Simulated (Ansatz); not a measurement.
An Ansatz (a quantum-chemistry and plane-wave program) run: TiB2 with a change (strain tensor (xx, yy, zz, yz, xz, xy) = (+0.07, +0.93, +1.71, +0.39, −0.17, +1.40) %); Ansatz, PBEsol, PAW, cutoff 420 eV, scalar-relativistic without spin-orbit coupling, earlier PAW set.

Input:

Ansatz 0.2 input:
```yaml
crystal:
  lattice:
    - [3.0193957697, 0.0420911072, -0.0049785181]
    - [-1.4732459167, 2.6163000681, 0.0125494796]
    - [-0.005255165, 0.0122620517, 3.2394111208]
  atoms:
    - { symbol: Ti, position: [0, 0, 0] }
    - { symbol: B, position: [0.3333333333, 0.6666666667, 0.5] }
    - { symbol: B, position: [0.6666666667, 0.3333333333, 0.5] }
basis: { ecutwfc: 420, ecutrho_ratio: 4, xc_grid: 2, fft_grid_basis: typed }
kpoints: { mp_grid: { grid: [13, 13, 10] } }
hamiltonian:
  xc: pbesol
  dispersion: none
  pseudopotentials: { azcp: { folder: ./paw }, kind: paw }
scf: { occupations: { method: fermi_dirac, width: 0.05 }, convergence: { dr2_threshold: 0.0000000003 } }
relax: { f_tol: 0.005, max_steps: 50 }
output: { forces: true, stress: true }
checkpoint: { write: state.ck, write_every: 1000 }
```

Output (explanatory and most iteration lines left out):

```
Relaxation: its limit of steps is 50 (relax.max_steps)
Pseudopotential: Ti, paw, valence charge 12
Pseudopotential: B, paw, valence charge 3
Crystal: 3 atoms, lattice volume = 25.791 Å³
Basis set: ecut = 420 eV, 501 PW (Γ), exchange–correlation on 48×48×48 points (8 copies of the dense FFT grid, shifted against one another)
Bands: 13, of which v1, the nominal top of the filled ones, is band 9 counted from 1 (8 counted from 0)
Symmetry: 2 space group operations
Space group: P-1 (ITA 2), of the structure as read, at distance tolerance 3.0e-5 Å
k-points: 846 of 1690
Functional: x = pbesol(κ = 0.804, μ = 0.12345679012345678), c = pbesol(β = 0.046)
SCF iter   1: F=—  HF=-2783.736418 eV  |F-HF|=—  |Δ(HF+E_count)|=         —  Δρ=1.06e-1  dr2=4.56e0  ethr=3.10e-3  ⟨swp⟩=4.3  Hψ=51839  notcnv=0
SCF iter   2: F=—  HF=-2783.127690 eV  |F-HF|=—  |Δ(HF+E_count)|=   6.09e-1  Δρ=7.01e-2  dr2=2.17e0  ethr=3.10e-3  ⟨swp⟩=2.0  Hψ=21028  notcnv=0
SCF 1 converged in 9 iterations: F = -2782.593088 eV  dr2 = 8.00e-12
relax step   1: F+E_penalty+E_count = -2782.59308785 eV  Δ(F+E_penalty+E_count) = +0.000e0 eV  max|allowed force component| = 1.021e-1 eV/Å  Δτ_max = 0.0000 Å  (9 SCF iters, accepted)
Crystal: 3 atoms, lattice volume = 25.791 Å³
SCF iter   1: F=—  HF=-2782.593347 eV  |F-HF|=—  |Δ(HF+E_count)|=         —  Δρ=3.74e-4  dr2=3.78e-5  ethr=2.06e-7  ⟨swp⟩=1.0  Hψ=42606  notcnv=0
SCF iter   2: F=—  HF=-2782.593327 eV  |F-HF|=—  |Δ(HF+E_count)|=   2.04e-5  Δρ=1.05e-4  dr2=2.22e-6  ethr=2.06e-7  ⟨swp⟩=2.0  Hψ=13805  notcnv=0
SCF 2 converged in 6 iterations: F = -2782.593326 eV  dr2 = 1.34e-13
relax step   2: F+E_penalty+E_count = -2782.59332619 eV  Δ(F+E_penalty+E_count) = -2.383e-4 eV  max|allowed force component| = 6.051e-2 eV/Å  Δτ_max = 0.0014 Å  (6 SCF iters, accepted)
Crystal: 3 atoms, lattice volume = 25.791 Å³
SCF iter   1: F=—  HF=-2782.593492 eV  |F-HF|=—  |Δ(HF+E_count)|=         —  Δρ=5.35e-4  dr2=7.75e-5  ethr=4.33e-6  ⟨swp⟩=2.1  Hψ=27580  notcnv=0
SCF iter   2: F=—  HF=-2782.593455 eV  |F-HF|=—  |Δ(HF+E_count)|=   3.72e-5  Δρ=1.51e-4  dr2=4.58e-6  ethr=4.31e-7  ⟨swp⟩=1.6  Hψ=18920  notcnv=0
SCF 3 converged in 6 iterations: F = -2782.593454 eV  dr2 = 2.41e-13
relax step   3: F+E_penalty+E_count = -2782.59345382 eV  Δ(F+E_penalty+E_count) = -1.276e-4 eV  max|allowed force component| = 5.159e-4 eV/Å  Δτ_max = 0.0020 Å  (6 SCF iters, accepted)
SCF converged after 6 iterations
Free energy (F): -2782.593454 eV
Internal energy: -2782.590188 eV  (E = F + TS)
E sigma→0 (E₀):  -2782.591821 eV
Entropy (-TS):   -0.003265 eV (-1.088 meV/atom)
Fermi energy:    14.944912 eV
--- Forces (eV/Å), atoms counted from 1 ---
  atom   1  Ti     0.00000000     0.00000000     0.00000000
  atom   2  B     -0.00051594     0.00015632    -0.00001697
  atom   3  B      0.00051594    -0.00015632     0.00001697
--- Stress (GPa, compression-positive) ---
       -2.604656      -8.024901       0.908183
       -8.024901      -7.559494      -1.923160
        0.908183      -1.923160      -8.470775
  P = ⅓ Tr σ = -6.2116 GPa (-62.116 kbar)
--- Relaxed structure (3 steps of the walk, 3 accepted, 0 SCFs on fresh bases) ---
  atoms:
    - { symbol: Ti, position: [0.0, 0.0, 0.0] }
    - { symbol: B, position: [0.3325058053824022, 0.6671016824339298, 0.5000596721603944] }
    - { symbol: B, position: [0.6674941946175978, 0.33289831756607013, 0.4999403278396057] }
```

The mesh was chosen for an insulator and is coarse for the gapless case. Without a gap, meshes like the base's 13×13×10 leave anisotropic stresses uncertain by several tenths of a GPa, and small strain energies with them. No phonon test of stability was made. All final runs are without spin polarisation. The cell was made from TiB$_{2}$ (space group P6/mmm, No. 191) by this change: strain tensor (xx, yy, zz, yz, xz, xy) = (+0.07, +0.93, +1.71, +0.39, −0.17, +1.40) %.
